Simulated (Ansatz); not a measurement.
**How a calculation on Sn (I4_1/amd, 2 atoms in the cell) responds to its settings**

```
Sn
1.0
   -2.94014     2.94014     1.59930
    2.94014    -2.94014     1.59930
    2.94014     2.94014    -1.59930
Sn
2
Direct
  0.75000   0.25000   0.50000
  0.00000   0.00000   0.00000
```

Base run A: PBE (Ansatz, a program for electronic structure), self-consistent single point.

Its settings: basis.ecutwfc = 420 eV; kpoints.mp_grid.grid = 12 12 12; hamiltonian.xc = pbe; hamiltonian.pseudopotentials = {kind: paw} (the program's default PAW files); scf.occupations.method = methfessel_paxton; scf.occupations.width = 0.05 eV.

The starting cell comes from a database of computed structures (which also holds hypothetical and non-ambient phases and stackings), without a prior relaxation at this level. Ansatz's pressure includes its estimate of the finite-basis (Pulay) stress.

ΔF is the free energy per atom less that of run A. 

The first pressure column holds Ansatz's estimate of the finite-basis (Pulay) stress, which hides part of the cutoff error; the other is without it.

In some runs the Pulay estimate is large (up to 27 GPa), a sign of a cutoff far from converged.

Runs:
- B: lattice scaled by 0.97
- C: lattice scaled by 0.97; basis.ecutwfc: 420 eV → 250 eV
- D: lattice scaled by 0.985
- E: lattice scaled by 0.985; basis.ecutwfc: 420 eV → 250 eV
- F: lattice scaled by 1.015
- G: lattice scaled by 1.015; basis.ecutwfc: 420 eV → 250 eV
- H: lattice scaled by 1.03
- I: lattice scaled by 1.03; basis.ecutwfc: 420 eV → 250 eV
- J: basis.ecutwfc: 420 eV → 250 eV

```csv
run,ΔF (meV/atom),pressure (GPa),pressure at a fixed set of plane waves (GPa)
A,0.00,1.33,1.29
B,62.3,7.46,7.42
C,597.3,8.39,-19.09
D,20.1,4.05,4.02
E,549.0,4.84,-21.23
F,-1.58,-0.83,-0.85
G,513.7,-0.28,-23.72
H,12.4,-2.56,-2.58
I,525.9,-2.40,-24.51
J,521.5,2.17,-22.70
```

Run D against A: The free energy rises by 20.1 meV/atom and the pressure goes from 1.33 to 4.05 GPa.

Run I against A: The free energy goes up by 526 meV/atom and the pressure goes from 1.33 to -2.40 GPa.

Keys are those of Ansatz 0.2.
